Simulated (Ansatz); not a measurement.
The starting structures come from a database of crystals and need not be the phases stable at ambient conditions.

 Where the default PAW files enter, the runs use the earlier of Ansatz's two default sets.

By LDA, the system below comes out a metal.

The ballistic (Sharvin) conductance counts the channels at the Fermi level: G/A = (e²/h) × channels of both spins per area.

```xyz
2
Lattice="2.9830 0.0000 0.0000 0.0000 4.2186 0.0000 0.0000 2.1093 2.1093" Properties=species:S:1:pos:R:3 pbc="T T T"
Si     1.4915     2.1093     0.0000
Rh     0.0000     0.0000     0.0000
```

Space group of this cell: Pm-3m, CsCl type. The cell is taken as given; by LDA its mean pressure is -11.8 GPa.

The current flows along the normal of the first two printed cell vectors, the (110) plane of the conventional cell. No spin-orbit coupling; the value is a mean over 0.1 eV about the Fermi level.

Problem. Estimate the ballistic conductance per area that LDA (Ansatz, a first-principles code) returns for this system.

Solution. 1.2 × 10¹⁵ S/m² for both spins.
